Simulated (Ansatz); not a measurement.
The reference is GaN in the zinc blende structure (space group F-43m, No. 216).

```yaml
crystal:
  lattice:
    - [0.00000, 2.22769, 2.22769]
    - [2.22769, 0.00000, 2.22769]
    - [2.22769, 2.22769, 0.00000]
  atoms:
    - { symbol: Ga, position: [0.00000, 0.00000, 0.00000] }
    - { symbol: N, position: [0.25000, 0.25000, 0.25000] }
```

Cartesian axes are those of the cell as printed.

Level of theory: LDA (Ansatz, a program for electronic structure, PAW, no spin-orbit coupling).

Now apply this change: the cell is stretched by 0.50 % along z with no lateral relaxation, atoms relaxed at fixed cell.

Problem. Predict the stress tensor and what it implies for the stiffness.

Solution. Stress of the strained cell less that of the base (GPa, compression positive):
```
  -0.78    0.00    0.00
   0.00   -0.78    0.00
   0.00    0.00   -1.44
```

Then −Δσ_ii/ε with ε = 0.0050 gives relaxed-ion elastic constants: C33 ≈ 288 GPa, C13 ≈ 156 GPa and C23 ≈ 156 GPa.

Stability against distortions was not tested. This is not the structure that GaN has at room temperature and ambient pressure.
